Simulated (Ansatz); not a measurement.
The reference is BP in the zinc blende structure (space group F-43m, No. 216; a = 4.537 Å).

Method: plane-wave PAW DFT at the r2SCAN level (Ansatz, a quantum-chemistry and plane-wave program, 500 eV), no spin-orbit coupling.

Strains are applied to the cell and any free atomic positions relax.

One change was made to it. Results:

The mean gap deformation potential ΔEg/Δln V is +1.4 eV; the energy rises by 12 meV/atom; the hole mass (degenerate bands, along [100]) becomes 0.25, 0.25, 0.30 mₑ (at Γ) (base: 0.24, 0.24, 0.32 mₑ (at Γ)).

Task: Which of these changes matches the shifts?
A) isotropic strain +2.00 %
B) isotropic strain +2.50 %
C) isotropic strain +1.50 %
D) isotropic strain +1.00 %

Result: C, isotropic strain +1.50 %. For comparison, the energy relative to the base in the other runs: isotropic strain +2.00 % gives +21 meV/atom; isotropic strain +2.50 % gives +32 meV/atom; isotropic strain +1.00 % gives +5.4 meV/atom.

Effective masses come from finite differences of ±0.01 Å⁻¹. No phonon test of stability was made.
